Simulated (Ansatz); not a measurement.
Effective masses and thermopower of AlAs under load (space group F-43m)

Here is the system:

```
CELL_PARAMETERS angstrom
      0.00000     2.85354     2.85354
      2.85354     0.00000     2.85354
      2.85354     2.85354     0.00000
ATOMIC_POSITIONS crystal
  Al 0.00000 0.00000 0.00000
  As 0.25000 0.25000 0.25000
```

The numbers are results of PBE with spin-orbit coupling, rigid bands (plane waves, PAW; Ansatz, a quantum-chemistry and plane-wave program), not measurements. Condition of this run: hydrostatic pressure of -1.2 GPa (compression positive) (the target of the relaxation). Cell: cell and atoms relaxed with PBEsol, then loaded as said.

```yaml
band_gap: 1.39 eV
electron conductivity mass (300 K, dilute): 0.34 mₑ
hole conductivity mass (300 K, dilute): 0.60 mₑ
effective density of states N_c (300 K): 1.9e19 cm⁻³
effective density of states N_v (300 K): 2.4e19 cm⁻³
density_of_states_mass_electrons: 0.82 mₑ
density_of_states_mass_holes: 0.98 mₑ
Seebeck coefficient, n-type 1e19 cm⁻³, 300 K: -268 μV/K
best n-type power factor at 300 K for τ = 10 fs (best axis; densities from 1e16 to 1e21 cm⁻³ tried, whether or not they can be reached): 8.3 μW/(cm·K²) at 1e20 cm⁻³
Seebeck coefficient, p-type 1e19 cm⁻³, 300 K: 304 μV/K
```

Rigid bands; masses and Seebeck coefficients take one relaxation time τ for all states and one kind of carrier; polarons and phonon drag are left out. Geometry: cell and atoms relaxed with PBEsol.
